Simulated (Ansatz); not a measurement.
The parent structure is Ni in the fcc (Cu type) structure (space group Fm-3m, No. 225; a = 3.4788 Å; ferromagnetic; relaxed with 0.1 eV smearing). Axes: x, y, z lie along the cube axes.

All numbers come from plane-wave PAW DFT at the r2SCAN level (Ansatz, a quantum-chemistry and plane-wave program, 500 eV), no spin-orbit coupling.

Before the change:

The pressure is 0.0 GPa.

It is then changed as follows: compressive biaxial strain of 1.90 % in the plane normal to [110], as in epitaxy on a mismatched substrate; the out-of-plane cell vector and the atoms relax.

Problem. Predict the new out-of-plane strain.

Solution. The out-of-plane strain comes out as +1.52 %.

Problem. Predict the new pressure.

Solution. The pressure (mean of the normal stresses, compression positive) goes from zero to 5.6 GPa.

The magnetic state is the one reached from the starting moments; the real material's order can differ, and small cells can't hold many antiferromagnetic ones. No phonon test of stability was made.
